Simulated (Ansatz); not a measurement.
## What isotropic strain −3.00 % does to SiC

Consider SiC (space group P6_3mc, No. 186; a = 3.058 Å, c = 10.012 Å).

Perturbation: an isotropic linear strain of −3.00 %; the atoms relax in the strained cell.

The values are results of LDA (Ansatz, a quantum-chemistry and plane-wave program, PAW, spin-orbit coupling left out), not measurements. Settings: 12×12×4 k-points, 0.05 eV Fermi–Dirac smearing.

```json
[
 {"quantity": "volume per atom", "base": "10.14 Å³", "changed": "9.25 Å³", "shift": "-0.89 Å³"},
 {"quantity": "space group", "base": "P6_3mc (No. 186)", "changed": "P6_3mc (No. 186)", "shift": "–"},
 {"quantity": "shortest interatomic distance", "base": "1.871 Å", "changed": "1.815 Å", "shift": "-0.056 Å"},
 {"quantity": "energy relative to the base (free energy F)", "base": "0 meV/atom", "changed": "+64 meV/atom", "shift": "+64 meV/atom"},
 {"quantity": "pressure (mean of the normal stresses, compression positive)", "base": "0.0 kbar", "changed": "250.5 kbar", "shift": "+250.5 kbar"},
 {"quantity": "band gap", "base": "2.18 eV", "changed": "2.20 eV", "shift": "+0.013 eV"},
 {"quantity": "gap character", "base": "indirect, Γ → M", "changed": "indirect, Γ → M", "shift": "–"},
 {"quantity": "smallest direct gap", "base": "3.31 eV", "changed": "3.35 eV", "shift": "+0.034 eV"},
 {"quantity": "mean gap deformation potential ΔEg/Δln V", "base": "–", "changed": "-0.1 eV", "shift": "–"},
 {"quantity": "width of the top valence band", "base": "2.48 eV", "changed": "2.62 eV", "shift": "+0.14 eV"},
 {"quantity": "valence-band top at Γ (three highest levels, from the VBM)", "base": "0.00, 0.00, -0.05 eV", "changed": "0.00, 0.00, -0.06 eV", "shift": "–"}
]
```

Cost of the whole job for the changed cell (relaxation, final SCF and bands): very roughly 50 core-seconds.

Stability against distortions was not tested.
